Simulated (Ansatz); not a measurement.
Take LiF in the rock salt structure (space group Fm-3m, No. 225) as the base.

```
CELL_PARAMETERS angstrom
      0.00000     1.99510     1.99510
      1.99510     0.00000     1.99510
      1.99510     1.99510     0.00000
ATOMIC_POSITIONS crystal
  F  0.00000 0.00000 0.00000
  Li 0.50000 0.50000 0.50000
```

Cartesian axes are those of the cell as printed.

Method: r2SCAN (Ansatz, a quantum-chemistry and plane-wave program, PAW, no spin-orbit coupling).

Strains are applied to the cell and any free atomic positions relax; under biaxial strain the out-of-plane vector relaxes too; under stress the whole cell relaxes.

One change was made to it. Results:

The band gap grows by 0.016 eV (10.33 eV → 10.34 eV); the shortest interatomic distance drops by 0.0085 Å to 1.987 Å; the gap character stays direct at Γ.

### Question
What was done to the base?
(A) biaxial strain +0.58 %, plane normal [110], relaxed out of plane
(B) uniaxial strain ε_xx = +2.14 %
(C) uniaxial stress, 0.5 GPa compression along x
(D) uniaxial stress, 2 GPa compression along x
(E) biaxial strain −2.81 %, plane normal [110], relaxed out of plane

### Answer
C, uniaxial stress, 0.5 GPa compression along x. For comparison, the shortest interatomic distance in the other runs: uniaxial stress, 2 GPa compression along x gives 1.963 Å; biaxial strain −2.81 %, plane normal [110], relaxed out of plane gives 1.939 Å; biaxial strain +0.58 %, plane normal [110], relaxed out of plane gives 1.998 Å; uniaxial strain ε_xx = +2.14 % gives 1.995 Å.

A biaxial case was relaxed in a doubled cell and then solved in the primitive one. Stability under load was not tested beyond the relaxation. Labels are those of the standard path for the cell's own space group.
